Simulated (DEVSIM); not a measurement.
System: In0.52Al0.48As/In0.53Ga0.47As p-n heterojunction, at 250 K.

| layer (left to right) | material | thickness (μm) | Nd (cm⁻³) | Na (cm⁻³) | τn (s) | τp (s) |
|---|---|---|---|---|---|---|
| 1 | In0.52Al0.48As | 1.30 | - | 3.8e16 | 3e-10 | 3e-10 |
| 2 | In0.53Ga0.47As | 0.810 | 2.5e16 | - | 3e-10 | 3e-10 |

Left contact: ohmic. Right contact: ohmic. Voltage is applied to the left contact. Recombination: SRH at mid-gap, radiative, Auger. Mobility is μmin + (μ − μmin)/(1 + (N/Nref)^α).

This is a model device: material constants are rounded textbook-type values typed into the input, and sizes, dopings and lifetimes were drawn at random. Values at 300 K; Nc and Nv go as T^1.5, mobilities as T to minus their exponent, the gap by Varshni's rule with the affinity fixed.

```csv
parameter,In0.52Al0.48As,In0.53Ga0.47As
gap (eV),1.45,0.74
affinity (eV),4,4.51
permittivity,12.5,13.9
Nc (cm⁻³),5.1e17,2.1e17
Nv (cm⁻³),1.1e19,7.7e18
μn (cm²/Vs),4000,12000
μp (cm²/Vs),75,300
"μn,min",800,300
"μp,min",10,10
"Nref,n",3e16,1.3e17
"Nref,p",1e17,4.9e17
αn,1.1,0.48
αp,0.6,0.4
T exponent of μn,1.5,1.6
T exponent of μp,1.5,1.6
B (cm³/s),1e-10,9.6e-11
Cn (cm⁶/s),1e-30,5e-29
Cp (cm⁶/s),1e-30,5e-29
Varshni α (eV/K),0.00042,0.00035
Varshni β (K),180,190
```

Simulated with DEVSIM: 1D drift-diffusion, Boltzmann statistics, complete ionisation; no tunnelling, impact ionisation, image-force lowering or self-heating. Band offsets follow the typed affinities; no thermionic-emission limit at abrupt steps, no polarisation charge.

Base results: largest field in the device at zero bias (V/cm) 59000; dark forward voltage at 100 A/cm² (V) 0.672; potential step across the device at zero bias (V) 0.802; dark forward voltage at 1 A/cm² (V) 0.444.

Q: What follows from this one change: minority lifetime in layer 2 3e-10 → 3e-09 s?

A: largest field in the device at zero bias little changed (59000 V/cm); dark forward voltage at 100 A/cm² 0.672 → 0.681 V; potential step across the device at zero bias little changed (0.802 V); dark forward voltage at 1 A/cm² 0.444 → 0.467 V.

Q: What follows from this one change: doping Na of layer 1 3.8e+16 → 1.1e+17 cm^-3?

A: largest field in the device at zero bias 59000 → 75000 V/cm; dark forward voltage at 100 A/cm² 0.672 → 0.610 V; potential step across the device at zero bias 0.802 → 0.824 V; dark forward voltage at 1 A/cm² 0.444 → 0.438 V.

Q: What follows from this one change: constant mobility in place of the doping-dependent one?

A: largest field in the device at zero bias little changed (59000 V/cm); dark forward voltage at 100 A/cm² 0.672 → 0.645 V; potential step across the device at zero bias little changed (0.802 V); dark forward voltage at 1 A/cm² 0.444 → 0.440 V.
